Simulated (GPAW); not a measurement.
Band structure of MgSe (Fm-3m, 2 atoms in the cell).

```yaml
crystal:
  lattice:
    - [0.00000, 2.70256, 2.70256]
    - [2.70256, 0.00000, 2.70256]
    - [2.70256, 2.70256, 0.00000]
  atoms:
    - { symbol: Mg, position: [0.00000, 0.00000, 0.00000] }
    - { symbol: Se, position: [0.50000, 0.50000, 0.50000] }
```

Level of theory: PBE, GPAW PAW datasets PBE (gpaw-data 1.0.1) (plane waves; GPAW).

Settings: mode = pw; ecut = 850 eV; xc = PBE; kpts = 9 9 9; mesh shift (steps) = 0 0 0; occupations.name = fermi-dirac; occupations.width = 0 eV; nbands = -4; convergence.density = 1e-05 e/electron; convergence.bands = -2; symmetry.symmorphic = false; symmetry.tolerance = 0.0005; maxiter = 150; bandpath_npoints = 40.

The starting cell comes from a database of computed structures (which also holds hypothetical and non-ambient phases and stackings), without a prior relaxation at this level. Its lattice was rescaled by a random factor within 2.5 % of one.

### Question
Predict the gap along the standard path and the places of the band edges.

### Answer
The gap along the path is 1.86 eV, from Γ to X; the smallest direct gap on it is 2.79 eV.

Levels in eV from the top of the valence band on the SCF mesh, bands 5 to 12:
| point | 5 | 6 | 7 | 8 | 9 | 10 | 11 | 12 |
|---|---|---|---|---|---|---|---|---|
| Γ | -13.08 | 0.00 | 0.00 | 0.00 | 2.79 | 7.42 | 7.42 | 7.42 |
| X | -11.55 | -4.40 | -1.85 | -1.85 | 1.86 | 3.89 | 12.01 | 12.46 |
| W | -11.51 | -3.43 | -3.43 | -2.63 | 4.66 | 7.10 | 7.62 | 7.62 |
| K | -11.55 | -3.90 | -3.44 | -1.49 | 3.09 | 6.32 | 9.08 | 10.01 |
| L | -11.89 | -5.09 | -0.61 | -0.61 | 3.87 | 6.15 | 6.15 | 8.88 |
| U | -11.55 | -3.90 | -3.44 | -1.49 | 3.09 | 6.32 | 9.08 | 10.01 |
